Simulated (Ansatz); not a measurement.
# A computed series for InP: response to strain

Base system: InP in the zinc blende structure (space group F-43m, No. 216; a = 5.907 Å). Axes: x, y, z lie along the cube axes.

Strains are applied to the cell and any free atomic positions relax.

All numbers come from Kohn–Sham DFT with the r2SCAN functional, run in Ansatz (a first-principles code) with PAW and 500 eV plane waves, spin-orbit coupling left out.

Notes on the quantities. pressure: mean of the normal stresses, compression positive; energy relative to the base: free energy F.

| variant | pressure | shortest interatomic distance | energy relative to the base |
|---|---|---|---|
| base | 0.00 GPa | 2.558 Å | 0 meV/atom |
| uniaxial strain ε_zz = −3.00 % | 2.20 GPa | 2.532 Å | +7.2 meV/atom |
| uniaxial strain ε_zz = −2.50 % | 1.81 GPa | 2.537 Å | +5.0 meV/atom |
| uniaxial strain ε_zz = −2.00 % | 1.43 GPa | 2.541 Å | +3.2 meV/atom |
| uniaxial strain ε_zz = −1.50 % | 1.06 GPa | 2.545 Å | +1.8 meV/atom |
| uniaxial strain ε_zz = −1.00 % | 0.70 GPa | 2.549 Å | +0.8 meV/atom |
| uniaxial strain ε_zz = −0.50 % | 0.35 GPa | 2.554 Å | +0.2 meV/atom |

Whether these cells are dynamically stable was not tested.
